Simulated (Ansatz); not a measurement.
## BiSe (P-3m1, No. 164, 12 atoms in the cell; start mp-27902)

Level of theory: LDA (plane waves, PAW; Ansatz, a program for electronic structure).

Settings: plane-wave cutoff 520 eV, 18×18×4 k mesh (along the axes of the cell as run), Fermi–Dirac smearing 0.05 eV, scalar-relativistic PAW data made under PBE.

Cell (relaxed at this level):

Space group P-3m1 (No. 164); a = b = 4.1775 Å, c = 22.3256 Å, α = β = 90.00°, γ = 120.00°

```csv
atom,site,symmetry,x,y,z
Bi,2d,3m.,0.6667,0.3333,0.4601
Bi,2d,3m.,0.3333,0.6667,0.2854
Bi,2c,3m.,0.0000,0.0000,0.1200
Se,2c,3m.,0.0000,0.0000,0.3552
Se,2d,3m.,0.6667,0.3333,0.2041
Se,2d,3m.,0.3333,0.6667,0.0523
```

| Quantity | Result |
|---|---|
| band gap | none |

Note: the relaxation could not lower the start's symmetry, so the cell can be a saddle point above a distorted one.

Spin–orbit coupling is not included; it can open a gap where bands touch, and shift volumes and moduli.

The computed numbers hold no vibrational or temperature effects.

A start named mp-… is a Materials Project structure, which need not be a measured phase.
